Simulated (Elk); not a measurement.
## Elk run on Ag (Fm-3m, 1 atom in the cell): self-consistent single point

Method: PBE, all-electron FP-LAPW, Elk's shipped species files, APW+lo basis with extra local orbitals in Elk.

Input:

```
tasks
  0

xctype
  20

rgkmax
  7.5

gmaxvr
  14.0

nxlo
  2

lorbcnd
  .true.

lmaxi
  3

stype
  0

swidth
  0.00999582

maxscl
  100

avec
    0.0000000000    3.8943457079    3.8943457079
    3.8943457079    0.0000000000    3.8943457079
    3.8943457079    3.8943457079    0.0000000000

sppath
  './'

atoms
  1
  'Ag.in'
  1
  0.0000000000  0.0000000000  0.0000000000    0.0 0.0 0.0

ngridk
  9 9 9
```

Log, with long lists cut:

```
│ Elk code version 10.2.4 │

All units are atomic (Hartree, Bohr, etc.)

│ Ground-state run starting from atomic densities │

Lattice vectors :
   0.000000000       3.894345708       3.894345708
   3.894345708       0.000000000       3.894345708
   3.894345708       3.894345708       0.000000000

Unit cell volume      :    118.1227371
Brillouin zone volume :    2.099936216

Muffin-tin inner radius fraction :   0.1000000000E-01

Nuclei treated as point charges

Species :    1 (Ag)
 parameters loaded from : Ag.in
 name : silver
 nuclear charge    :   -47.00000000
 electronic charge :    47.00000000
 atomic mass :    196631.6997
 muffin-tin radius :    2.600000000
 number of radial points in muffin-tin :    597
 atomic positions (lattice), magnetic fields (Cartesian) :
   1 :   0.00000000  0.00000000  0.00000000    0.00000000  0.00000000  0.00000000

Total number of atoms per unit cell :    1

Spin treatment :
 spin-unpolarised

Number of Bravais lattice symmetries :   48
Number of crystal symmetries         :   48
Crystal has inversion symmetry
Real symmetric eigensolver will be used

k-point grid :      9     9     9
k-point offset :    0.000000000       0.000000000       0.000000000
k-point set is reduced with full crystal symmetry group
Total number of k-points :       35

Muffin-tin radius times maximum |G+k| :    7.500000000
 using average radius
Maximum |G+k| for APW functions       :    2.884615385
Maximum (1/2)|G+k|²                   :    4.160502959
Maximum |G| for potential and density :    14.00000000
 potential will be trimmed for |G| > 2 gkmax
Constant for pseudocharge density :    9
Radial integration step length :    4

G-vector grid sizes :     25    25    25
Number of G-vectors :     5577

Maximum angular momentum used for
 APW functions                      :    8
 outer part of muffin-tin           :    6
 inner part of muffin-tin           :    3

Total nuclear charge    :   -47.00000000
Total core charge       :    28.00000000
Total valence charge    :    19.00000000
Total excess charge     :    0.000000000
Total electronic charge :    47.00000000

Effective Wigner radius, rₛ :   0.8434299360

Number of empty states         :    4
Total number of valence states :   14
Total number of core states    :   28

Conduction state local-orbitals added automatically
Total number of local-orbitals :   83

Exchange-correlation functional :     20     0     0
 Perdew-Burke-Ernzerhof, Phys. Rev. Lett. 77, 3865 (1996)
 gradient requirement :    1
 generalised gradient approximation (GGA)

Smearing type :    0
 Gaussian
Smearing width :   0.9995820000E-02
Effective electronic temperature (K) :    3156.430308

Mixing type :    3
 Broyden mixing, J. Phys. A: Math. Gen. 17, L317 (1984)

Kohn-Sham potential initialised from atomic data

│ Self-consistent loop started │
│ Loop number : 1 │
 total energy                :     -5314.76105780
│ Loop number : 2 │
 total energy                :     -5314.97575998
RMS change in Kohn-Sham potential (target) :   0.1243321907     (  0.1000000000E-05)
Absolute change in total energy (target)   :   0.2147021811     (  0.1000000000E-03)
│ Loop number : 3 │
 total energy                :     -5315.23538202
RMS change in Kohn-Sham potential (target) :   0.1183921057     (  0.1000000000E-05)
Absolute change in total energy (target)   :   0.3132975845     (  0.1000000000E-03)
│ Loop number : 4 │
 total energy                :     -5315.40457633
RMS change in Kohn-Sham potential (target) :   0.1100859093     (  0.1000000000E-05)
Absolute change in total energy (target)   :   0.2475187149     (  0.1000000000E-03)
│ Loop number : 5 │
 total energy                :     -5322.36512781
RMS change in Kohn-Sham potential (target) :   0.1007698264     (  0.1000000000E-05)
Absolute change in total energy (target)   :    7.022431150     (  0.1000000000E-03)
│ Loop number : 6 │
 total energy                :     -5312.30789590
RMS change in Kohn-Sham potential (target) :   0.1313415011     (  0.1000000000E-05)
Absolute change in total energy (target)   :    8.301624115     (  0.1000000000E-03)
│ Loop number : 7 │
 total energy                :     -5315.41188940
RMS change in Kohn-Sham potential (target) :   0.4483862688E-01 (  0.1000000000E-05)
Absolute change in total energy (target)   :    1.028587465     (  0.1000000000E-03)
│ Loop number : 8 │
 total energy                :     -5316.04330660
RMS change in Kohn-Sham potential (target) :   0.2979168682E-01 (  0.1000000000E-05)
Absolute change in total energy (target)   :   0.8885640710     (  0.1000000000E-03)
│ Loop number : 9 │
 total energy                :     -5316.73082832
RMS change in Kohn-Sham potential (target) :   0.1404850796E-01 (  0.1000000000E-05)
Absolute change in total energy (target)   :   0.9096627328     (  0.1000000000E-03)
│ Loop number : 10 │
 total energy                :     -5317.16501302
RMS change in Kohn-Sham potential (target) :   0.4403663432E-02 (  0.1000000000E-05)
Absolute change in total energy (target)   :   0.6616003854     (  0.1000000000E-03)
│ Loop number : 11 │
 total energy                :     -5317.34214915
RMS change in Kohn-Sham potential (target) :   0.7097978129E-03 (  0.1000000000E-05)
Absolute change in total energy (target)   :   0.3425362237     (  0.1000000000E-03)
│ Loop number : 12 │
 total energy                :     -5317.38664214
RMS change in Kohn-Sham potential (target) :   0.1475688640E-03 (  0.1000000000E-05)
Absolute change in total energy (target)   :   0.1301270488     (  0.1000000000E-03)
│ Loop number : 13 │
 total energy                :     -5317.38736390
RMS change in Kohn-Sham potential (target) :   0.4987167414E-04 (  0.1000000000E-05)
Absolute change in total energy (target)   :   0.3325352315E-01 (  0.1000000000E-03)
│ Loop number : 14 │
 total energy                :     -5317.38885561
RMS change in Kohn-Sham potential (target) :   0.1515497689E-04 (  0.1000000000E-05)
Absolute change in total energy (target)   :   0.9805095308E-02 (  0.1000000000E-03)
│ Loop number : 15 │
 total energy                :     -5317.38935797
RMS change in Kohn-Sham potential (target) :   0.6885841374E-05 (  0.1000000000E-05)
Absolute change in total energy (target)   :   0.2953630665E-02 (  0.1000000000E-03)
│ Loop number : 16 │
 total energy                :     -5317.38960495
RMS change in Kohn-Sham potential (target) :   0.1233462419E-05 (  0.1000000000E-05)
Absolute change in total energy (target)   :   0.9853889178E-03 (  0.1000000000E-03)
│ Loop number : 17 │
 total energy                :     -5317.38956334
RMS change in Kohn-Sham potential (target) :   0.4673056225E-06 (  0.1000000000E-05)
Absolute change in total energy (target)   :   0.2047296730E-03 (  0.1000000000E-03)
│ Loop number : 18 │
 total energy                :     -5317.38953829
RMS change in Kohn-Sham potential (target) :   0.6909848787E-07 (  0.1000000000E-05)
Absolute change in total energy (target)   :   0.2613769993E-04 (  0.1000000000E-03)
Convergence targets achieved

│ Loop number : 19 │

Energies :
 Fermi                       :     0.237244077084
 sum of eigenvalues          :     -3184.29327142
 electron kinetic            :      5563.04110777
 core electron kinetic       :      5366.88497179
 Coulomb                     :     -10730.8684487
 Coulomb potential           :     -8552.31215875
 nuclear-nuclear             :     -506.438983868
 electron-nuclear            :     -11896.5467709
 Hartree                     :      1672.11730608
 Madelung                    :     -6454.71236933
 xc potential                :     -195.022220441
 exchange                    :     -147.063844742
 correlation                 :     -2.49835414394
 total energy                :     -5317.38953982

Density of states at Fermi energy :    3.394289361
 (states/Hartree/unit cell)

Estimated indirect band gap :   0.2006218676E-01
 from k-point     21 to k-point     10
Estimated direct band gap   :   0.1258455328
 at k-point     10

Charges :
 core                        :    28.00000000
 valence                     :    19.00000000
 interstitial                :    1.036510998
 muffin-tins (core leakage)
  species :    1 (Ag)
   atom    1                 :    45.96348900     (  0.1330477062E-08)
 total in muffin-tins        :    45.96348900
 total calculated charge     :    46.99940035
 total charge                :    47.00000000
 error                       :   0.5996527689E-03

│ Self-consistent loop stopped │
```

The run converged in 19 iterations. The count includes the last loop, which Elk runs after its targets are met.

The starting cell comes from a database of computed structures (which also holds hypothetical and non-ambient phases and stackings), without a prior relaxation at this level. Its lattice was rescaled by a random factor within 2.5 % of one. Values depend on the basis (sphere radii, cutoffs, local orbitals), which need not be converged. The log's line on a gap gives a spacing of levels on this mesh, which the program prints for metals too.
